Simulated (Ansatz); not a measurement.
Band-edge transport in semiconductors and insulators: MgO (Fm-3m) under several functionals (Ansatz, a program for electronic structure, without spin-orbit coupling). The PBE cell:

Space group Fm-3m (No. 225); a = 4.254 Å, b = 4.254 Å, c = 4.254 Å, α = 90.00°, β = 90.00°, γ = 90.00°

```json
[
 {"atom": "Mg", "site": "4a", "symmetry": "m-3m", "x": "0.0000", "y": "0.0000", "z": "0.0000"},
 {"atom": "O", "site": "4b", "symmetry": "m-3m", "x": "0.5000", "y": "0.5000", "z": "0.5000"}
]
```
(The calculation used a cell of 2 atoms; values per cell refer to that cell.)

| Functional | cell relaxed with | volume (Å³/atom) | band gap | electron conductivity mass | hole conductivity mass | Seebeck coefficient, n-type 1e19 cm⁻³ |
|---|---|---|---|---|---|---|
| PBE | PBE | 9.62 | 4.46 eV | 0.35 mₑ | 2.4 mₑ | -170 μV/K |
| PBEsol | PBEsol | 9.35 | 4.62 eV | 0.35 mₑ | 2.3 mₑ | -171 μV/K |
| r2SCAN | r2SCAN | 9.29 | 5.69 eV | 0.37 mₑ | 2.3 mₑ | -178 μV/K |
| HSE06 | PBEsol | 9.35 | 6.47 eV | 0.36 mₑ | 2.1 mₑ | -175 μV/K |

For the band gap, PBE gives 4.46 eV and HSE06 6.47 eV: PBE lies 31 % below.

Masses are for dilute carriers at 300 K, harmonic means over directions unless an axis is named. Seebeck coefficients are for the stated density at 300 K, with one relaxation time for all states and whether or not that doping can be reached. Spin-orbit coupling is left out.
